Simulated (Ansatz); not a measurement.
F on the 1x1 (0001) surface of hcp Sc, one in a 2x2 cell, energies for each (38.2 Å²). Energies are against ½ F2(g), without zero-point or thermal terms; each row is named by its start.

All values below come from PBE (plane waves to 420 eV, PAW; Ansatz, a quantum-chemistry and plane-wave program).

Task: Which site binds most strongly?
(A) hollow Sc-Sc-Sc over Sc at depth 2.5 Å
(B) hollow Sc-Sc-Sc
(C) top Sc

Result: B, hollow Sc-Sc-Sc. Adsorption energies: hollow Sc-Sc-Sc -5.87 eV; hollow Sc-Sc-Sc over Sc at depth 2.5 Å -5.76 eV; top Sc -4.94 eV.
